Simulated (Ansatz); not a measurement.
Cost and result by functional for the surface energy of the (10-10) surface of wurtzite GaN in its 1x1 cell (cut with top plane Ga + N, bottom plane Ga + N), outermost plane spacing 0.93 Å in the ideal cut, in Ansatz (plane waves, PAW). Single points on the PBE structure, on one kind of machine; costs are rough ratios of the slab run's core time (references not counted) to the cheapest single point. r2SCAN's cost holds its higher cutoff (500 against 420 eV). Differences are taken against HSE06 for comparison alone: no measured value is at hand, so the table doesn't rank accuracy. HSE06 ran on a coarser k-mesh, which lowers its cost and carries part of its shift.

Model: 20-atom slab, Ga10N10, 12.1 Å thick at the start, 8x5x1 mesh, Fermi-Dirac 0.025 eV, dipole correction, all atoms relaxed; start symmetry kept, larger cells not searched; no spin, no spin-orbit, no U. These notes are the PBE run's.

```tsv
functional	relative cost	surface energy (J/m²)	less HSE06 (J/m²)
PBEsol	1	1.71	-0.01
RPBE	1	1.41	-0.31
LDA	1	1.83	0.11
r2SCAN	2	1.79	0.07
HSE06	10	1.72	0.00
PBE (the relaxed run's value)	–	1.56	-0.16
```

The values span 0.42 J/m², while the single points' costs differ by a factor of roughly 10. Differences are of unrounded values.

Ansatz is a program for electronic structure.
